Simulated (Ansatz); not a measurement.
The starting structures come from a database of crystals and need not be the phases stable at ambient conditions.

**Evanescent states of SnPbF4 (P4/nmm, not sure to be the ambient phase, 12 atoms a cell, 16.5 Å³ an atom, -2 GPa at this level) along the normal of (100)**

Computed with r2SCAN (plane waves, PAW; Ansatz, a first-principles code).

The gap is the functional's own. No spin-orbit coupling. Mid-gap values are interpolated on the energy grid.

Energies count from the valence-band top; κ is the least over a 8×4 mesh across the current.

```tsv
E (eV)	κ (1/Å)	where
0.09	0.174	off Γ
0.27	0.263	off Γ
0.45	0.310	off Γ
0.63	0.334	off Γ
0.81	0.350	off Γ
0.99	?	off Γ
1.17	?	off Γ
1.35	?	off Γ
1.53	?	off Γ
1.71	?	off Γ
1.89	?	off Γ
2.07	?	off Γ
2.25	?	off Γ
2.43	?	off Γ
2.61	?	off Γ
2.79	?	off Γ
2.97	0.298	off Γ
3.15	0.268	off Γ
3.33	0.230	off Γ
3.51	0.180	off Γ
3.69	0.096	off Γ
```

Question: Some entries are withheld; supply them.

Answer: 
- 0.99, κ (1/Å): 0.361
- 1.17, κ (1/Å): 0.369
- 1.35, κ (1/Å): 0.373
- 1.53, κ (1/Å): 0.376
- 1.71, κ (1/Å): 0.376
- 1.89, κ (1/Å): 0.375
- 2.07, κ (1/Å): 0.372
- 2.25, κ (1/Å): 0.363
- 2.43, κ (1/Å): 0.351
- 2.61, κ (1/Å): 0.336
- 2.79, κ (1/Å): 0.318
